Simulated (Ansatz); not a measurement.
Input and output of a zone-centre phonon calculation for NaAu2 (Fd-3m, 6 atoms in the cell) (Ansatz, a first-principles code).

Computed with LDA (PW92), default PAW files made with PBE (plane waves; Ansatz).

```xyz
6
Lattice="0.0000 3.9329 3.9329 3.9329 0.0000 3.9329 3.9329 3.9329 0.0000" Properties=species:S:1:pos:R:3 pbc="T T T"
Na     5.8993     5.8993     5.8993
Na     3.9329     3.9329     3.9329
Au     2.9497     0.9832     2.9497
Au     0.9832     0.9832     0.9832
Au     0.9832     2.9497     2.9497
Au     2.9497     2.9497     0.9832
```

Reference input (self-consistent single point, DFT, LDA (PW92), plane waves, default PAW files made with PBE): basis.ecutwfc = 30.9 Ry; kpoints.mp_grid.grid = 7 7 7; hamiltonian.xc = lda; hamiltonian.pseudopotentials = {kind: paw} (the program's default PAW files); scf.occupations.method = fermi_dirac; scf.occupations.width = 0.0073 Ry. This run's input differs from it in these lines:

```diff
@@ -22,6 +22,5 @@
   occupations: { method: fermi_dirac, width: 0.0073 Ry }
-output:
-  forces: true
-  eigenvalues: true
-  stress: true
+  convergence: { dr2_threshold: 1.0e-07 eV }
+phonons:
+  method: dfpt
```

Log, with long lists cut:

```
SCF iter   1: F=—  HF=-54394.998856 eV  |F-HF|=—  |Δ(HF+E_count)|=         —  Δρ=6.93e-3  dr2=3.49e-2  ethr=1.77e-3  ⟨swp⟩=6.0  Hψ=19817  notcnv=0  defer=142
all-band conjugate gradients solve this SCF's bands
preconditioner: auto → Kerker (q_TF=auto, 2.613 Å⁻¹)
SCF iter   2: F=—  HF=-54394.987533 eV  |F-HF|=—  |Δ(HF+E_count)|=   1.13e-2  Δρ=2.81e-3  dr2=6.09e-3  ethr=3.71e-5  ⟨swp⟩=2.1  Hψ=8408  notcnv=0  defer=168
   [... lines left out ...]
SCF iter   5: F=—  HF=-54394.985450 eV  |F-HF|=—  |Δ(HF+E_count)|=   2.04e-5  Δρ=7.46e-5  dr2=1.89e-5  ethr=9.42e-8  ⟨swp⟩=1.7  Hψ=5992  notcnv=0  defer=168
SCF iter   6: F=—  HF=-54394.985443 eV  |F-HF|=—  |Δ(HF+E_count)|=   7.36e-6  Δρ=2.87e-5  dr2=2.00e-6  ethr=2.01e-8  ⟨swp⟩=2.0  Hψ=7757  notcnv=0  defer=168
SCF iter   7: F=—  HF=-54394.985442 eV  |F-HF|=—  |Δ(HF+E_count)|=   7.09e-7  Δρ=1.02e-5  dr2=1.47e-7  ethr=2.13e-9  ⟨swp⟩=2.2  Hψ=8117  notcnv=0  defer=168
SCF iter   8: F=-54394.985442 eV  HF=-54394.985442 eV  |F-HF|=1.02e-10  |Δ(HF+E_count)|=   3.23e-8  Δρ=1.59e-6  dr2=2.65e-9  ethr=1.06e-10  ⟨swp⟩=13.3  Hψ=36818  notcnv=0
SCF 1 converged in 8 iterations: F = -54394.985442 eV  dr2 = 2.65e-9
DFPT response loops at Γ: preconditioner auto → Kerker (q_TF=auto, 2.613 Å⁻¹) (partly filled bands, converged f_vac=0.041) …
Free energy (F): -54394.985442 eV
Internal energy: -54394.948187 eV  (E = F + TS)
E sigma→0 (E₀):  -54394.966814 eV
Entropy (-TS):   -0.037255 eV (-6.209 meV/atom)
Fermi energy:    12.229031 eV
--- Phonons (Γ-DFPT): 2 representative perturbations + reference, on 100 of 343 k-points (Σ response iterations 9) ---
  k mesh reduced under 2 symmetry operations, with k and −k counted as one. Each operation leaves every solved perturbation unchanged …
  ASR residual: 9.707e-4 → 0.000e0 eV/Å²; symmetrization residual: 2.809e-7 eV/Å²
  ASR residual per site (eV/Å²): 6.81e-4 6.81e-4 9.71e-4 9.71e-4 9.71e-4 9.71e-4
  Γ frequencies (cm⁻¹): 0.00 0.00 0.00 62.54 62.54 62.54 90.12 90.12 103.45 103.45 103.45 129.77 129.77 129.77 146.18 146.18 146.18 190.27
  non-analytic LO–TO correction: not included (Born effective charges unavailable; polar crystals: no LO–TO splitting at Γ)
```

The run converged in 8 iterations. 

Summary of the result:
| Item | Result |
|---|---|
| Free energy E − TS (on the zero of these files) | -54394.9854 eV |
| Fermi level (on the code's own zero) | 12.23 eV |
| Zone-centre frequencies (cm⁻¹; negative means imaginary) | 0, 0, 0, 63, 63, 63, 90, 90, 103, 103, 103, 130, 130, 130, 146, 146, 146, 190 |

The starting cell comes from a database of computed structures (which also holds hypothetical and non-ambient phases and stackings), without a prior relaxation at this level. Its lattice was rescaled by up to half a per cent.

Cost on one core of a shared machine: roughly 5 min.

Keys are those of Ansatz 0.2.
